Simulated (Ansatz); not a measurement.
A user runs Ansatz (an electronic-structure program) on Cs₂InAuBr₆ (Fm-3m, 10 atoms in the cell) and asks whether the run is sound. The aim is a self-consistent single point with DFT, PBEsol, plane waves, default PAW files made with PBE.

Cell that was meant: a = 7.9958 Å, b = 7.9958 Å, c = 7.9958 Å, α = 60.00°, β = 60.00°, γ = 60.00°.

Part of the input:

Ansatz 0.2 input:
```yaml
    kind: paw
scf:
  occupations:
    method: fixed
output:
  forces: true
  eigenvalues: true
```

Log, with long lists cut:

```
   [... lines left out ...]
PAW frozen core: Br, regenerated for the run's functional, and the local potential with it
Initial density: superposition of atomic densities (neutral atoms: chi_scale 0, normalization atom), corrected by the library's trained network
Initial wavefunctions: pseudopotential atomic-orbital guess
Eigensolver: davidson
Functional: x = pbesol(κ = 0.804, μ = 0.12345679012345678), c = pbesol(β = 0.046)
SCF iter   1: F=—  HF=-46133.173995 eV  |F-HF|=—  |Δ(HF+E_count)|=         —  Δρ=3.87e-3  dr2=7.63e-2  ethr=1.77e-3  ⟨swp⟩=5.5  Hψ=1978  notcnv=0  defer=76
all-band conjugate gradients solve this SCF's bands
   [... lines left out ...]
WARN: the bands overlap at the fill by count (46 filled at each k-point of a channel) …
SCF 1 converged in 8 iterations: F = -46133.168308 eV  dr2 = 1.44e-8
Free energy (F): -46133.168308 eV
Internal energy: -46133.168308 eV  (E = F + TS)
E sigma→0 (E₀):  -46133.168308 eV
Fermi energy:    3.601638 eV
--- Forces (eV/Å), atoms counted from 1 ---
  atom   1  Cs    -0.00000000    -0.00000000    -0.00000000
  atom   2  Cs     0.00000000    -0.00000000    -0.00000000
  atom   3  In    -0.00000000     0.00000000    -0.00000000
  atom   4  Au    -0.00000000     0.00000000    -0.00000000
  atom   5  Br     0.03911360    -0.00000000     0.00000000
  atom   6  Br    -0.03911360     0.00000000    -0.00000000
  atom   7  Br     0.00000000     0.03911360     0.00000000
  atom   8  Br    -0.00000000    -0.03911360     0.00000000
   [... lines left out ...]
  atom  10  Br    -0.00000000     0.00000000    -0.03911360
--- Stress (GPa, compression-positive) ---
       -2.516878       0.000000       0.000000
        0.000000      -2.516878      -0.000000
        0.000000      -0.000000      -2.516878
  P = ⅓ Tr σ = -2.5169 GPa (-25.169 kbar)
  The stress holds the Pulay correction. Without it, at fixed plane waves, as pw.x and ABINIT print it: P = -2.5301 GPa
```

Task: Is this run sound? If not, what is wrong?

Result: The results are close to the sound ones and would serve for rough work. The doubtful point is fixed (insulator-type) occupations in a metal. A metal has bands that cross the Fermi level, so filling the same number of bands at every k-point puts electrons into the wrong states. The run converged in 8 iterations without an error; against the sound input the free energy goes up by 3.3 meV/atom, the pressure hardly changes (-2.55 to -2.52 GPa) and the largest force hardly changes (0.043 to 0.039 eV/Å). The full log also holds (shortened here): “WARN: iter 1: σ=0 fill of 46 bands saw a band overlap (occupied 3.7135 eV > unoccupied 3.4722 eV) — on an unconverged iterate often a transient of an (band_overlap_at_count)”.

The sound input it was made from differs as follows (other fixes are possible):
```diff
-    method: fixed
+    method: methfessel_paxton
+    width: 0.1
```

With that input, the run converged in 7 iterations: free energy E − TS (on the zero of these files) -46133.2009 eV; Fermi level (on the code's own zero) 3.57 eV; pressure -2.55 GPa; largest force (vector length) 0.043 eV/Å (DFT, PBEsol, plane waves, default PAW files made with PBE).

On the sound input: the starting cell comes from a database of computed structures (which also holds hypothetical and non-ambient phases and stackings), without a prior relaxation at this level. Its lattice was rescaled by a random factor within 2.5 % of one. Ansatz's pressure includes its estimate of the finite-basis (Pulay) stress. The run gives no clean gap (levels at the Fermi energy touch, overlap or are partly filled at this smearing), which alone does not show that the compound is a metal.
